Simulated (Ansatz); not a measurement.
Functionals compared on the (10-11) surface of hcp Sc in its 1x1 cell, outermost plane spacing 0.42 Å in the ideal cut, in Ansatz (plane waves, PAW). The structure was relaxed with PBE; the other rows are single points on it, each with its references at the same level. Cutoff 420 eV (500 eV for r2SCAN).

Model: 10-atom slab, 10.5 Å thick at the start (thin: gaps and levels are the slab's own), 12x7x1 mesh, Fermi-Dirac 0.1 eV, dipole correction, all atoms relaxed; held to the part of the start's symmetry that mesh and held atoms allow; no spin, no spin-orbit, no U. These notes are the PBE run's.

| functional | surface energy (J/m²) | work function of the top face (eV) | rough cost of the single point |
|---|---|---|---|
| PBE | 1.22 | 3.38 | – |
| LDA | 1.35 | 3.53 | roughly 100 core-seconds |
| PBEsol | 1.32 | 3.43 | roughly 100 core-seconds |
| RPBE | 1.14 | 3.29 | very roughly 2.3 core-minutes |
| r2SCAN | 1.31 | 3.45 | around 5 core-minutes (rough) |

Ansatz is a first-principles code.
